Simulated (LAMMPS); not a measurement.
Consider Ni3Al (L1_2), 4000 atoms, at 990 K and 2 GPa, heated as the crystal in molecular dynamics.

Computed with classical MD, pair style eam/alloy, file NiAlH_jea.eam.alloy (LAMMPS).

```tsv
r (Å)	g(r), Al-Ni	g(r), Ni-Ni
2.020	0.000	0.000
2.060	0.000	0.004
2.100	0.001	0.009
2.140	0.013	0.031
2.180	0.060	0.093
2.220	0.193	0.239
2.260	0.521	0.540
2.300	1.20	1.01
2.340	2.17	1.62
2.380	3.54	2.45
2.420	4.85	3.19
2.460	6.14	3.82
2.500	6.68	4.14
2.540	6.75	4.17
2.580	6.14	3.86
2.620	5.25	3.36
2.660	4.24	2.80
2.700	3.22	2.18
2.740	2.32	1.63
2.780	1.60	1.14
2.820	1.03	0.781
2.860	0.673	0.506
2.900	0.396	0.315
2.940	0.234	0.199
2.980	0.130	0.124
3.020	0.069	0.082
3.060	0.036	0.058
3.100	0.018	0.051
3.140	0.008	0.070
3.180	0.003	0.103
3.220	0.002	0.146
3.260	0.001	0.223
3.300	0.000	0.314
3.340	0.000	0.450
3.380	0.000	0.577
3.420	0.000	0.756
3.460	0.000	0.911
3.500	0.000	1.06
3.540	0.000	1.19
3.580	0.000	1.24
3.620	0.000	1.26
3.660	0.000	1.21
3.700	0.000	1.11
3.740	0.001	0.956
3.780	0.003	0.789
3.820	0.003	0.629
3.860	0.013	0.466
3.900	0.030	0.363
3.940	0.054	0.275
3.980	0.108	0.241
4.020	0.200	0.255
4.060	0.363	0.326
4.100	0.594	0.475
4.140	0.903	0.696
4.180	1.33	0.955
4.220	1.83	1.28
4.260	2.39	1.58
4.300	2.91	1.92
4.340	3.34	2.17
4.380	3.64	2.32
4.420	3.73	2.33
4.460	3.50	2.24
4.500	3.22	2.04
4.540	2.74	1.77
4.580	2.23	1.46
4.620	1.70	1.17
4.660	1.26	0.909
4.700	0.852	0.709
4.740	0.566	0.579
4.780	0.365	0.507
4.820	0.215	0.548
4.860	0.130	0.628
4.900	0.069	0.758
4.940	0.037	0.933
4.980	0.019	1.09
5.020	0.010	1.23
5.060	0.007	1.31
5.100	0.010	1.31
5.140	0.016	1.27
5.180	0.028	1.18
5.220	0.054	1.05
5.260	0.091	0.911
5.300	0.159	0.792
5.340	0.245	0.706
5.380	0.388	0.657
5.420	0.554	0.658
5.460	0.790	0.718
5.500	1.06	0.825
5.540	1.35	0.947
5.580	1.61	1.10
5.620	1.84	1.22
5.660	2.01	1.30
5.700	2.08	1.32
5.740	2.04	1.31
5.780	1.90	1.23
5.820	1.67	1.11
5.860	1.41	0.974
5.900	1.13	0.842
5.940	0.857	0.711
5.980	0.616	0.632
6.020	0.421	0.557
6.060	0.283	0.542
```

Read from the full data:
- state found: crystal; no diffusion seen in 30 ps
- first peak of g(r), Al-Ni: 2.52 Å, height 6.7
- coordination number of Al by Ni: 12.0 (counted to 3.46 Å)
- coordination number of Ni by Al: 4.00 (counted to 3.46 Å)
- first peak of g(r), Ni-Ni: 2.52 Å, height 4.2

Caution: a run this short can hold a crystal over, or a liquid under, the potential's own melting point, which these runs don't give.
